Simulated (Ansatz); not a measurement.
Structures of equal composition on the (113) surface of germanium: 1 pair of surface atoms bonded, no caps; unpaired: 0 pairs of surface atoms bonded, no caps. The slabs share one bottom face, and each structure is named by its start. These are constructed structures in small cells; real faces may alloy, dewet or reconstruct in larger ones, and not all known structures of the face are among them. Slabs of about 14 Å with all that they carry, Fermi-Dirac smearing of 0.025 eV. Bottom of the slabs: built like the top, H on every dangling bond, free. Relaxed from the named starts with such symmetry as they have, on meshes of like density; energies extrapolated to zero smearing; no spin-orbit coupling, no U. Spin-polarised runs, if any, are marked in brackets, and their order is one that fits the cell; the others ran without spin. Where a second, spin-polarised start was run, the lower counts.

Level of theory: r2SCAN, at the PBE geometry (plane waves to 500 eV, PAW; Ansatz, a first-principles code).

### Question
Put the candidates in order of energy per 1x1 cell, lowest first, for r2SCAN, at the PBE geometry.

### Answer
1 pair of surface atoms bonded, no caps (0.000 eV, gap 0.50 eV on the mesh), unpaired: 0 pairs of surface atoms bonded, no caps (0.086 eV (1 Ge–Ge bonds formed), gap 0.23 eV on the mesh)
